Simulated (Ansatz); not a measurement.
**Carrier properties of GaN under load (space group P6_3mc)**

Input:

```
GaN
1.0
    3.14140     0.00000     0.00000
   -1.57070     2.72053     0.00000
    0.00000     0.00000     5.11903
Ga N
2 2
Direct
  0.33333   0.66667   0.99927
  0.66667   0.33333   0.49927
  0.33333   0.66667   0.37573
  0.66667   0.33333   0.87573
```

All values below come from PBE with spin-orbit coupling, rigid bands (plane waves, PAW; Ansatz, a quantum-chemistry and plane-wave program). Condition of this run: hydrostatic pressure of 8 GPa (compression positive) (the target of the relaxation). Geometry: cell and atoms relaxed with PBEsol, then loaded as said.

The band gap is 2.19 eV, the electron conductivity mass (300 K, dilute) comes out as 0.21 (x), 0.21 (y), 0.188 (z) mₑ and the hole conductivity mass (300 K, dilute) is 1.40 (x), 1.40 (y), 1.81 (z) mₑ. The effective density of states N_c (300 K) is 2.2e18 cm⁻³, the effective density of states N_v (300 K) is 8.9e19 cm⁻³ and the density-of-states mass, electrons is 0.199 mₑ. The density-of-states mass, holes is 2.3 mₑ, the Seebeck coefficient, n-type 1e19 cm⁻³, 300 K comes out as -115 μV/K and the best n-type power factor at 300 K for τ = 10 fs (best axis; densities from 1e16 to 1e21 cm⁻³ tried, whether or not they can be reached) comes out as 1.90 μW/(cm·K²) at 1e19 cm⁻³. The Seebeck coefficient, p-type 1e19 cm⁻³, 300 K is 417 μV/K.

Rigid bands; masses and Seebeck coefficients take one relaxation time τ for all states and one kind of carrier; polarons and phonon drag are left out. Geometry: cell and atoms relaxed with PBEsol.
